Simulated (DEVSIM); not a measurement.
## Si p-i-n diode

System: Si p-i-n diode, at 450 K.

```tsv
layer (left to right)	material	thickness (μm)	Nd (cm⁻³)	Na (cm⁻³)	τn (s)	τp (s)
1	Si	0.240	-	5.6e18	4.7e-6	4.7e-6
2	Si	0.260	2.6e11	-	4.7e-6	4.7e-6
3	Si	4.70	1.6e18	-	4.7e-6	4.7e-6
```

Left contact: ohmic. Right contact: ohmic. Voltage is applied to the left contact. Recombination: SRH at mid-gap, Auger. Mobility is μmin + (μ − μmin)/(1 + (N/Nref)^α).

Constants are typed, rounded textbook-type inputs, not results; the design itself was drawn at random and stands for no fabricated device. Values at 300 K; Nc and Nv go as T^1.5, mobilities as T to minus their exponent, the gap by Varshni's rule with the affinity fixed.

```
parameter               Si
----------------  --------
gap (eV)             1.124
affinity (eV)         4.05
permittivity          11.7
Nc (cm⁻³)          2.86e19
Nv (cm⁻³)           3.1e19
μn (cm²/Vs)           1417
μp (cm²/Vs)            470
μn,min                  52
μp,min                  45
Nref,n              9.7e16
Nref,p              2.2e17
αn                    0.68
αp                    0.72
T exponent of μn       2.3
T exponent of μp       2.2
Cn (cm⁶/s)         2.8e-31
Cp (cm⁶/s)         9.9e-32
Varshni α (eV/K)  0.000473
Varshni β (K)          636
```

Model (solved in DEVSIM): 1D drift-diffusion, Boltzmann statistics, complete ionisation; no tunnelling, impact ionisation, image-force lowering or self-heating.

```json
{
 "potential_step_across_the_device_at_zero_bias": "0.856 V",
 "Dark forward voltage at 1 A/cm²": "0.445 V",
 "Dark forward voltage at 100 A/cm²": "0.625 V"
}
```

Dark forward current:

(V (V), J (A/cm²)): (0.05, 3.2e-5); (0.10, 0.00014); (0.15, 0.00052); (0.20, 0.0019); (0.25, 0.0067); (0.30, 0.024); (0.35, 0.087); (0.40, 0.31); (0.45, 1.1); (0.50, 4.1); (0.55, 15); (0.60, 53); (0.65, 180); (0.70, 590); (0.75, 1600); (0.80, 3500)

Dark reverse current:

```json
[
 {"V (V)": "-0.04", "J (A/cm²)": "-8.9e-6"},
 {"V (V)": "-0.10", "J (A/cm²)": "-1.4e-5"},
 {"V (V)": "-0.20", "J (A/cm²)": "-1.7e-5"},
 {"V (V)": "-0.30", "J (A/cm²)": "-1.8e-5"},
 {"V (V)": "-0.40", "J (A/cm²)": "-1.9e-5"},
 {"V (V)": "-0.60", "J (A/cm²)": "-2.1e-5"},
 {"V (V)": "-0.80", "J (A/cm²)": "-2.3e-5"},
 {"V (V)": "-1.00", "J (A/cm²)": "-2.4e-5"},
 {"V (V)": "-1.30", "J (A/cm²)": "-2.5e-5"},
 {"V (V)": "-1.60", "J (A/cm²)": "-2.6e-5"},
 {"V (V)": "-2.00", "J (A/cm²)": "-2.6e-5"}
]
```
